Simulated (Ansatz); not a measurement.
What Pt vacancy does to Pt

Start from a 12-atom supercell of Pt in the fcc (Cu type) structure (space group Fm-3m, No. 225; a = 3.940 Å) at its relaxed geometry.

Modification: one Pt atom is removed, atoms relaxed at fixed cell, starting from a slightly rattled geometry.

The values are results of plane-wave PAW DFT at the r2SCAN level (Ansatz, an electronic-structure program, 500 eV), no SOC, earlier PAW set, not measurements. Settings: 7×5×7 k-points, 0.05 eV Fermi–Dirac smearing.

```json
[
 {"quantity": "largest displacement of a host atom from its site in the perfect cell", "base": "–", "changed": "0.07 Å", "shift": "–"},
 {"quantity": "mean distance from the defect site to its nearest host atoms", "base": "2.79 Å", "changed": "2.77 Å", "shift": "-0.02 Å"}
]
```

Final structure:

```
Pt
1.0
    0.00000     3.94001     3.94001
    3.94001    -3.94001     3.94001
    3.94001     3.94001     0.00000
Pt
11
Direct
  0.99878   0.99984   0.50030
  0.16417   0.32944   0.16568
  0.16419   0.32944   0.66951
  0.33211   0.67699   0.33359
  0.32958   0.67032   0.83485
  0.49872   0.99987   0.00028
  0.49881   0.99988   0.50021
  0.66805   0.32945   0.16562
  0.66546   0.32277   0.66693
  0.83342   0.67032   0.33103
  0.83338   0.67031   0.83490
```

Cost of the whole job for the changed cell (relaxation, final SCF and bands): about 17 core-minutes (a rough figure).

In so small a cell the defect repeats every few ångströms: this is an ordered compound, not a dilute defect. All final runs are without spin polarisation. Pt lies near a magnetic instability that expansion can trigger; it was not tested. The defect cell is not spin-polarised.
